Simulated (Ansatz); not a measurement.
SrC$_{2}$ (I4/mmm), PBEsol, rigid bands in Ansatz (a program for electronic structure): N_v = 2.83e20 cm⁻³ at 300 K and a hole conductivity mass of 3.94 mₑ along y (a = (-2.02, 2.02, 3.37) Å; b = (2.02, -2.02, 3.37) Å; c = (2.02, 2.02, -3.37) Å).

For 1e16 holes per cm³ at 300 K, place the Fermi level, estimate the Seebeck coefficient of a parabolic band with constant τ, and give mobility and conductivity for τ = 10 fs.

The level lies k_BT ln(N_v/p) = 0.265 eV above the valence-band maximum. S ≈ +(k_B/e)[ln(N_v/p) + 5/2] = 1099 μV/K, against 1098 μV/K from the full bands (mean over directions). μ = eτ/m = 4.46 cm²/(V·s) and σ = peμ = 0.00715 S/cm. τ is assumed, not computed.

Band transport and this doping are assumed; polarons and phonon drag are left out. Spin-orbit coupling is left out; where it splits the top of the valence band, N_v and the p-type Seebeck coefficient come out somewhat high without it.

Formula and space group known from diffraction (Crystallography Open Database), not checked to be the room-temperature form: SrC2 (I4/mmm).
